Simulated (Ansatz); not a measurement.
PtSb (P6₃/mmc, No. 194, 4 atoms in the cell; start mp-2845), treated with r²SCAN (Ansatz, a quantum-chemistry and plane-wave program, PAW).

Settings: plane-wave cutoff 560 eV, 18×18×10 k mesh (along the axes of the cell as run), Fermi–Dirac smearing 0.05 eV, scalar-relativistic PAW data made under PBE.

Cell (relaxed at this level):

```
CELL_PARAMETERS angstrom
      4.17756     0.00000     0.00000
     -2.08878     3.61787     0.00000
      0.00000     0.00000     5.52948
ATOMIC_POSITIONS crystal
  Sb 0.66667 0.33333 0.75000
  Sb 0.33333 0.66667 0.25000
  Pt 0.00000 0.00000 0.50000
  Pt 0.00000 0.00000 0.00000
```

### Question
Give the computed bulk modulus.

### Answer

bulk modulus: 137 GPa

The run finds no gap.

Note: the bulk modulus is −V dP/dV from two relaxed cells at ±2 % in volume; the relaxation could not lower the start's symmetry, so the cell can be a saddle point above a distorted one.

Spin–orbit coupling is not included; it can open a gap where bands touch, and shift volumes and moduli.

Static lattice: no zero-point or thermal effects.

It cost about 6 core-minutes (a rough figure) of CPU time.

A start named mp-… is a Materials Project structure, which need not be a measured phase.
